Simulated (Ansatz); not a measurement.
La₂O₃ (P-3m1), Ansatz (a program for electronic structure) with PBEsol with spin-orbit coupling, rigid bands: N_v = 7.00e20 cm⁻³ at 300 K and a hole conductivity mass of 1.38 mₑ along z (a = (3.91, 0.00, 0.00) Å; b = (-1.95, 3.38, 0.00) Å; c = (0.00, 0.00, 6.04) Å).

Q: For 1e17 holes per cm³ at 300 K, place the Fermi level, estimate the Seebeck coefficient of a parabolic band with constant τ, and give mobility and conductivity for τ = 5 fs.

A: The level lies k_BT ln(N_v/p) = 0.229 eV above the valence-band maximum. S ≈ +(k_B/e)[ln(N_v/p) + 5/2] = 978 μV/K, against 949 μV/K from the full bands (mean over directions). μ = eτ/m = 6.37 cm²/(V·s) and σ = peμ = 0.102 S/cm. τ is assumed, not computed.

Band transport and this doping are assumed; polarons and phonon drag are left out.
